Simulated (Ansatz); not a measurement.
An Ansatz (a quantum-chemistry and plane-wave program) run: a single point on Rb with a change (x(Sr) = 0.75, 4 atoms, P4/mmm), its geometry relaxed with PBEsol; r2SCAN (Ansatz; PAW; 500 eV plane waves; scalar-relativistic without spin-orbit coupling).

Input:

Ansatz 0.2 input:
```yaml
crystal:
  lattice:
    - [7.0703312891, 0, 0]
    - [0, 7.0703312891, 0]
    - [0, 0, 4.5832059812]
  atoms:
    - { symbol: Sr, position: [0.5, 0, 0] }
    - { symbol: Rb, position: [0.5, 0.5, 0.5] }
    - { symbol: Sr, position: [0, 0, 0.5] }
    - { symbol: Sr, position: [0, 0.5, 0] }
basis: { ecutwfc: 500, ecutrho_ratio: 4, xc_grid: 4, fft_grid_basis: typed }
kpoints: { mp_grid: { grid: [7, 7, 10] } }
hamiltonian:
  xc: r2scan
  dispersion: none
  pseudopotentials: { kind: paw }
scf: { occupations: { method: fermi_dirac, width: 0.05 }, convergence: { dr2_threshold: 0.0000000004 } }
output: { forces: true, stress: true }
checkpoint: { write: state.ck, write_every: 1000 }
```

Output (explanatory and most iteration lines left out):

```
Pseudopotential: Sr, paw, valence charge 10
Pseudopotential: Rb, paw, valence charge 9
Crystal: 4 atoms, lattice volume = 229.113 Å³
Basis set: ecut = 500 eV, 5773 PW (Γ), exchange–correlation on 216×216×144 points (64 copies of the dense FFT grid, shifted against one another)
Bands: 24, of which v1, the nominal top of the filled ones, is band 20 counted from 1 (19 counted from 0)
Symmetry: 16 space group operations
Space group: P4/mmm (ITA 123), of the structure as read, at distance tolerance 6.1e-5 Å
k-points: 60 of 490
Functional: x = r2scan, c = r2scan; τ floored in thin density (d = 2e-4 eV/Å³)
SCF iter   1: F=—  HF=-13942.699065 eV  |F-HF|=—  |Δ(HF+E_count)|=         —  Δρ=2.46e-3  dr2=2.04e-2  dr2_τ=6.94e-3  ethr=1.77e-3  ⟨swp⟩=10.2  Hψ=8436  notcnv=0
SCF iter   2: F=—  HF=-13942.773210 eV  |F-HF|=—  |Δ(HF+E_count)|=   7.41e-2  Δρ=1.92e-3  dr2=1.43e-2  dr2_τ=2.58e-4  ethr=5.24e-5  ⟨swp⟩=2.6  Hψ=3450  notcnv=0
SCF 1 converged in 10 iterations: F = -13942.775162 eV  dr2 = 1.43e-10
SCF converged after 10 iterations
Free energy (F): -13942.775162 eV
Internal energy: -13942.736496 eV  (E = F + TS)
E sigma→0 (E₀):  -13942.755829 eV
Entropy (-TS):   -0.038666 eV (-9.667 meV/atom)
Fermi energy:    4.696960 eV
--- Forces (eV/Å), atoms counted from 1 ---
  atom   1  Sr     0.00000000     0.00000000     0.00000000
  atom   2  Rb    -0.00000000     0.00000000     0.00000000
  atom   3  Sr     0.00000000     0.00000000     0.00000000
  atom   4  Sr    -0.00000000     0.00000000     0.00000000
--- Stress (GPa, compression-positive) ---
        0.856148       0.000000       0.000000
        0.000000       0.856148       0.000000
        0.000000       0.000000       0.754729
  P = ⅓ Tr σ = 0.8223 GPa (8.223 kbar)
```

Single points use the geometry relaxed with PBEsol. No phonon test of stability was made. The cell was made from Rb by this change: x(Sr) = 0.75, 4 atoms, P4/mmm.
